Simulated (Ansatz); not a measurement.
The starting structures come from a database of crystals and need not be the phases stable at ambient conditions.

The decay constant κ of evanescent states in the gap governs leakage through a thin film.

Here is the system:

```yaml
crystal:
  lattice:
    - [6.06713, 0.00000, 0.00000]
    - [0.00000, 6.08359, 0.00000]
    - [0.00000, 0.00000, 6.08126]
  atoms:
    - { symbol: Sb, position: [0.36566, 0.61741, 0.38009] }
    - { symbol: Sb, position: [0.63434, 0.11741, 0.61991] }
    - { symbol: Sb, position: [0.36566, 0.11741, 0.11991] }
    - { symbol: Sb, position: [0.63434, 0.61741, 0.88009] }
    - { symbol: Ir, position: [0.23487, 0.00053, 0.50977] }
    - { symbol: Ir, position: [0.76513, 0.50053, 0.49023] }
    - { symbol: Ir, position: [0.23487, 0.50053, 0.99023] }
    - { symbol: Ir, position: [0.76513, 0.00053, 0.00977] }
    - { symbol: S, position: [0.87323, 0.37986, 0.11751] }
    - { symbol: S, position: [0.12677, 0.87986, 0.88249] }
    - { symbol: S, position: [0.87323, 0.87986, 0.38249] }
    - { symbol: S, position: [0.12677, 0.37986, 0.61751] }
```

Space group of this cell: Pca2_1. The cell is taken as given; by PBEsol its mean pressure is -3.3 GPa.

Transport runs along the normal of the first two printed cell vectors.

The gap is the functional's own. No spin-orbit coupling. Mid-gap values are interpolated on the energy grid.

State the band gap and the smallest decay constant κ at mid-gap according to PBEsol (Ansatz, an electronic-structure program).

Gap 1.04 eV on a 6×6×6 mesh; κ = 0.206 1/Å, at (0.333, 0.000) of the in-plane reciprocal vectors. At the zone centre, at the nearest computed energy, the slowest state has κ = 0.23 1/Å.
